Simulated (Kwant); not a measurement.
System: quantum point contact (saddle potential) in a CdTe two-dimensional gas. Effective mass 0.096 mₑ, grid spacing 12 nm, hard walls, nominal width 300 nm (25 grid rows, so walls 312 nm apart), one parabolic valley, scattering region 900 nm long along x; energies count from the band bottom; Fermi energy 0.000269 eV. Potential (V0 + ½k y²) cos²(πx/L) for |x| < L/2, with V0 swept from 0.00028245 to 0 eV, k = 8.3e-08 eV/nm², L = 670 nm.

The device is made up for the run: typed textbook-type constants, with dimensions and the other settings drawn at random.

Model: effective-mass tight-binding model on a square grid, one spin, coherent transport at 0 K (Kwant). Conductance is in e²/h.

Compare with the saddle-point formula G = Σ 1/(1 + exp(−2π(E − V0 − ħωy(n + ½))/ħωx)), taking ħωy = ħ√(k/m) and ħωx from the curvature along x of V0 plus half of the mode's confinement energy.

ħωy = 0.257 meV; at V0 = 0.229 meV the lowest mode has ħωx = 0.101 meV.

| V0 (meV) | formula | simulation |
|---|---|---|
| 0.266 | 0.00065 | 0.00050 |
| 0.229 | 0.0041 | 0.0037 |
| 0.192 | 0.031 | 0.031 |
| 0.156 | 0.26 | 0.27 |
| 0.119 | 0.85 | 0.85 |
| 0.0819 | 0.99 | 0.99 |

The formula takes a parabolic saddle in the continuum; the run has the full potential on a grid.
